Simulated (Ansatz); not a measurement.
KTaO3 under a change: Ta on a K site (antisite), symmetric start

The parent structure is a 20-atom supercell of KTaO₃ in the cubic perovskite structure (space group Pm-3m, No. 221; a = 3.984 Å) at its relaxed geometry.

The change: one K atom is replaced by Ta, atoms relaxed at fixed cell.

Method: PBEsol, PAW, 420 eV (Ansatz, a program for electronic structure; no spin-orbit coupling), earlier PAW set. Γ-centred 4×4×4 mesh, Fermi–Dirac width 0.01 eV.

| quantity | base | changed | shift |
|---|---|---|---|
| pressure | 0.0 GPa | -1.4 GPa | -1.4 GPa |
| gap of the supercell | 2.15 eV | zero | – |
| total moment of the cell | – | 2.9 μB | – |
| energy gained by relaxation | – | 0.24 eV | – |
| largest displacement of a host atom from its site in the perfect cell | – | 0.07 Å | – |

Final structure:

```xyz
20
Lattice="3.9842 -3.9842 -3.9842 -3.9842 3.9842 -3.9842 3.9842 3.9842 3.9842" Properties=species:S:1:pos:R:3 pbc="T T T"
Ta     0.0000     0.0000    -3.9842
K      0.0000     0.0000     0.0000
K      0.0000     3.9842     0.0000
K      3.9842     0.0000     0.0000
Ta     1.9921     1.9921    -1.9921
Ta     1.9921     1.9921     1.9921
Ta    -1.9921     1.9921    -1.9921
Ta     1.9921    -1.9921    -1.9921
O      0.0000     1.9420    -2.0422
O      3.9842    -2.0422    -1.9420
O      3.9842     2.0422    -1.9420
O      3.9842     2.0422     1.9420
O      1.9420     1.9420    -3.9842
O      2.0422     2.0422     0.0000
O     -1.9420     1.9420    -3.9842
O      1.9420    -1.9420    -3.9842
O      1.9420     0.0000    -2.0422
O     -2.0422     3.9842    -1.9420
O      2.0422     3.9842     1.9420
O      2.0422     3.9842    -1.9420
```

The magnetic state is the one reached from the starting moments; the real material's order can differ, and small cells can't hold many antiferromagnetic ones. The cell is small, so the values are those of an ordered compound at a high defect concentration; dilute-limit values will differ. A case with no gap was solved on a k-mesh chosen for an insulator, which is coarse for it. The defect started on the symmetric site and kept its symmetry, so it may sit on a saddle. Spin-orbit coupling, missing from the scalar runs, can matter with Ta. No Hubbard U is applied, and correlation can decide whether such a compound is a metal. The defect cell is spin-polarised and ends with 2.9 μB.
